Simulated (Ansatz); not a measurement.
Density of states of Si (Fd-3m) above the conduction band minimum, r2SCAN with spin-orbit coupling, rigid bands (Ansatz, a program for electronic structure); cell volume 40.1 Å³.

```
energy from edge (eV)  10⁻³ states/eV/cell
---------------------  -------------------
0.006                                 23.6
0.031                                 55.4
0.056                                 77.0
0.081                                 95.3
0.106                                  115
0.131                                  137
0.156                                  169
0.181                                  195
0.206                                  216
0.231                                  236
0.256                                  254
0.281                                  271
0.319                                  296
0.344                                  311
0.369                                  326
0.394                                  338
0.419                                  354
0.444                                  368
0.469                                  382
0.494                                  394
0.519                                  406
0.544                                  420
0.569                                  432
0.594                                  446
```

Q: What effective density of states at 300 K does this give (∫ g(E) exp(−E/k_BT) dE, both spins, divided by the cell's size)?

A: 3.0e19 cm⁻³, a density-of-states mass of 1.11 mₑ, valleys and band degeneracy included.

Geometry: cell and atoms relaxed with PBEsol.
